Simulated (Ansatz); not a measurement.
For HgTe (model structure, started from the NiAs type, P6₃/mmc, No. 194, 4 atoms in the cell), PBEsol (Ansatz, an electronic-structure program, plane waves, PAW) gives:

```
Property              Result
-------------------  -------
lattice parameter a  4.180 Å
c axis length        7.275 Å
```

### Question
What does PBE-D3(BJ) (plane waves, PAW; Ansatz) give for the same quantities?

### Answer

- lattice constant a: 4.192 Å (goes up by 0.3 %)
- lattice parameter c: 7.352 Å (goes up by 1.1 %)

Changes are worked out from the printed values.

Unless a cell is named, each level is at its own relaxed cell (PBEsol 27.51, PBE-D3(BJ) 27.97 Å³/atom).

Levels without +SOC leave out spin–orbit coupling, which shifts energies and cells of such heavy elements.

Ansatz's density-functional and Hartree–Fock values are scalar-relativistic unless marked +SOC, with PAW data made under PBE.

A model structure was made by putting elements into a prototype or built by hand; it is no filed structure, need not be a known phase, and can be a saddle point held by its symmetry.
